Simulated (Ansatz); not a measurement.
The starting structures come from a database of crystals and need not be the phases stable at ambient conditions.

By PBEsol, the system below comes out a metal.

Here is the system:

```yaml
crystal:
  lattice:
    - [3.17495, 0.00000, 0.00000]
    - [0.00000, 3.17495, 0.00000]
    - [0.00000, 0.00000, 3.17495]
  atoms:
    - { symbol: Ta, position: [0.00000, 0.00000, 0.00000] }
    - { symbol: Tc, position: [0.50000, 0.50000, 0.50000] }
```

Space group of this cell: Pm-3m, CsCl type. The cell is taken as given; by PBEsol its mean pressure is -5.7 GPa.

The current flows along the normal of the first two printed cell vectors, the (001) plane of the conventional cell. No spin-orbit coupling; the value is a mean over 0.1 eV about the Fermi level.

Question: Predict the ballistic conductance per area from PBEsol (Ansatz, an electronic-structure program).

Answer: 0.50 × 10¹⁵ S/m² for both spins.
